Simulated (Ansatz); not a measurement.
## Fermi-surface data of Ir (Fm-3m)

```
Ir
1.0
    0.00000     1.91772     1.91772
    1.91772     0.00000     1.91772
    1.91772     1.91772     0.00000
Ir
1
Direct
  0.00000   0.00000   0.00000
```

Level of theory: PBEsol, rigid bands (plane waves, PAW, scalar-relativistic; Ansatz, a quantum-chemistry and plane-wave program). Condition of this run: hydrostatic pressure -2 GPa (the target of the relaxation). Geometry: cell and atoms relaxed with PBEsol, then loaded as said.

```yaml
density of states at the Fermi level: 0.892 states/(eV·cell), both spins
bare Sommerfeld coefficient: 2.1 mJ/(mol of atoms·K²)
drude_plasma_energy: 10.7 eV
root-mean-square Fermi velocity: 8.3e5 m/s
resistivity times τ: 4.3 ×10⁻²² Ω·m·s
resistivity_times_mean_free_path: 3.7 ×10⁻¹⁶ Ω·m²
```

A metal at this level (no band gap); rigid bands, thermally averaged at 300 K, both spins. Spin-orbit coupling is left out, which matters with elements this heavy. τ is one relaxation time for all states; the product of resistivity and mean free path takes one path for all states instead.
